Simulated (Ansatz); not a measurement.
The parent structure is ScIr3 in the Cu3Au type structure (space group Pm-3m, No. 221; a = 3.8971 Å; a cell from a computed database, its experimental status unchecked; relaxed with 0.1 eV smearing). Axes: x, y, z lie along the cube axes.

One thing is altered: biaxial strain −2.00 %, plane normal [001], relaxed out of plane (Cartesian); in-plane vectors clamped, the third vector and the atoms free.

Levels (all Ansatz, a first-principles code, PAW): PBEsol (420 eV, spin-orbit coupling left out); PBEsol+SOC (420 eV, noncollinear with spin-orbit coupling).

The geometry is relaxed with PBEsol.

| Quantity | Value |
|---|---|
| PBEsol pressure | 5.2 GPa |

With PBEsol+SOC at the same geometry, the pressure rises by 0.2 GPa (5.2 GPa → 5.4 GPa).

Single points use the geometry relaxed with PBEsol. The spin-orbit shifts are approximate. No phonon test of stability was made. The runs without spin-orbit coupling are not spin-polarised.
